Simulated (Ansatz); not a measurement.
# TaSi2, pressure series

The reference is TaSi₂ (space group P6_222, No. 180).

```yaml
crystal:
  lattice:
    - [4.80388, 0.00000, 0.00000]
    - [-2.40194, 4.16029, 0.00000]
    - [0.00000, 0.00000, 6.60424]
  atoms:
    - { symbol: Ta, position: [0.50000, 0.00000, 0.00000] }
    - { symbol: Ta, position: [0.50000, 0.50000, 0.33333] }
    - { symbol: Ta, position: [0.00000, 0.50000, 0.66667] }
    - { symbol: Si, position: [0.15903, 0.31805, 0.00000] }
    - { symbol: Si, position: [0.84097, 0.15903, 0.33333] }
    - { symbol: Si, position: [0.68195, 0.84097, 0.66667] }
    - { symbol: Si, position: [0.84097, 0.68195, 0.00000] }
    - { symbol: Si, position: [0.15903, 0.84097, 0.33333] }
    - { symbol: Si, position: [0.31805, 0.15903, 0.66667] }
```

Cell and atoms are relaxed at each pressure.

Computed with plane-wave PAW DFT at the PBE level (Ansatz, a quantum-chemistry and plane-wave program, 420 eV), spin-orbit coupling left out, earlier PAW set.

Notes on the quantities. enthalpy: H = E + PV relative to the base's energy.

```csv
change,enthalpy,lattice parameter a
base,–,480.4 pm
pressure −2 GPa,-0.18 eV/atom,482.4 pm
pressure −1 GPa,-0.09 eV/atom,481.4 pm
pressure 0.3 GPa,+0.03 eV/atom,480.1 pm
pressure 0.7 GPa,+0.06 eV/atom,479.7 pm
pressure 1.5 GPa,+0.14 eV/atom,479.0 pm
pressure 3 GPa,+0.27 eV/atom,477.6 pm
pressure 5 GPa,+0.45 eV/atom,475.8 pm
pressure 7.5 GPa,+0.67 eV/atom,473.8 pm
pressure 10 GPa,+0.89 eV/atom,471.8 pm
```

Load acts through the strain it causes; cell and atoms are relaxed under it. No phonon test of stability was made. Competing high-pressure phases were not computed. All final runs are without spin polarisation. An odd electron count without spin: TaSi2.
